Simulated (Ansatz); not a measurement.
The reference is BP in the zinc blende structure (space group F-43m, No. 216; a = 4.536 Å).

Calculations: r2SCAN (Ansatz, a quantum-chemistry and plane-wave program; PAW; 500 eV plane waves; without spin-orbit coupling), earlier PAW set.

For the base:

| Quantity | Value |
|---|---|
| Gap between the host's bands | 1.41 eV |
| Gap character | indirect, Γ → a point along ⟨100⟩, about 1.1 Å⁻¹ from Γ |

Modification: 0.0350 holes added to each cell, a density of 1.5×10^21 cm⁻³, with a uniform compensating background at fixed cell and a 300 K Fermi–Dirac width.

Task: Estimate the effect on the Fermi level from band edge.

Result: The Fermi level relative to the doped band's edge (positive inside the band; to 0.05 eV) comes out as +0.40 eV.

Task: What happens to the gap between the host's bands?

Result: The gap between the host's bands increases by 0.02 eV (1.41 eV → 1.43 eV).

Task: What does the calculation give for the gap character after the change?

Result: The gap character stays indirect, Γ → a point along ⟨100⟩, about 1.1 Å⁻¹ from Γ.

Charged cell with a jellium background: band edges are those of the host's band count, energies are not comparable with the neutral cell, and many-body gap narrowing is missing. No phonon test of stability was made.
